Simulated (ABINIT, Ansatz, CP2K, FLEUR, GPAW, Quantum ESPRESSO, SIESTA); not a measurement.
Code comparison for ScAg4 (I4/m, 5 atoms in the cell)

Self-consistent single point, at a second geometry (lattice scaled by 0.98). First geometry:

```yaml
crystal:
  lattice:
    - [-3.30061, 3.30061, 2.04162]
    - [3.30061, -3.30061, 2.04162]
    - [3.30061, 3.30061, -2.04162]
  atoms:
    - { symbol: Sc, position: [0.00000, 0.00000, 0.00000] }
    - { symbol: Ag, position: [0.19961, 0.59963, 0.79924] }
    - { symbol: Ag, position: [0.80039, 0.40037, 0.20076] }
    - { symbol: Ag, position: [0.59963, 0.80039, 0.40002] }
    - { symbol: Ag, position: [0.40037, 0.19961, 0.59998] }
```

Shared settings, as Ansatz (a program for electronic structure) writes them: kpoints.mp_grid.grid = 6 6 6; scf.occupations.method = fermi_dirac; scf.occupations.width = 0.1 eV. Potentials and cutoffs stand in the table.

| code | model | ΔF from the first geometry (meV/atom) | pressure (GPa) | largest force (eV/Å) | cutoff |
|---|---|---|---|---|---|
| Ansatz | LDA (PW92), PAW files made with PBE | -31.6 | -1.57 | 0.009 | default |
| CP2K | LDA (Pade form), GPW, DZVP-MOLOPT-SR-GTH basis, GTH-PADE potentials (GTH_POTENTIALS) | -22.8 | -0.02 | 0.019 | grid 600 Ry |
| GPAW | LDA (Perdew-Wang 92), GPAW PAW datasets LDA (gpaw-data 1.0.1) | -31.9 | -1.57 | 0.014 | 850 eV |
| Quantum ESPRESSO | LDA (PZ), GBRV 1.5 ultrasoft (LDA) pseudopotentials | -30.6 | -1.44 | 0.006 | 50 Ry |
| SIESTA | LDA PW92, numerical atomic orbitals DZP, PseudoDojo LDA standard norm-conserving potentials (rewritten from UPF to PSML) | -49.9 | -4.87 | 0.028 | grid 400 Ry |
| ABINIT | LDA (PW92), norm-conserving pseudopotentials (PseudoDojo nc-sr-04 LDA standard) | -31.8 | -1.57 | 0.010 | 43 Ha |
| FLEUR | LDA (Perdew-Zunger), all-electron FLAPW (FLEUR), scalar-relativistic valence | -30.0 | – | 0.017 | Kmax 3.9 1/bohr |

A dash marks a value that a program does not give, or that is left out as unsure.

The spread over the programs that give each value: ΔF from the first geometry within 27.1 meV/atom; pressure within 4.85 GPa; largest force within 0.022 eV/Å.

CP2K and SIESTA use small atom-centred bases, whose incompleteness enters pressures, forces and empty levels differently from a plane-wave cutoff. FLEUR treats all electrons, but the usual bases taken here (sphere radii, linearisation, local orbitals, empty states) were not tested for convergence, so the values are no reference for the others. Ansatz's pressure is given at a fixed set of plane waves, as the other plane-wave codes print theirs; with its correction for the finite basis it is -1.53 GPa. The same LDA comes in different parametrisations, which differ slightly. In the pressure, CP2K (by 1.55) and SIESTA (by 3.30) lie more than 1 GPa from the median of the plane-wave programs.

The starting cell comes from a database of computed structures (which also holds hypothetical and non-ambient phases and stackings), without a prior relaxation at this level. For this run, on top of that: lattice scaled by 0.98.

Keys are those of Ansatz 0.2.
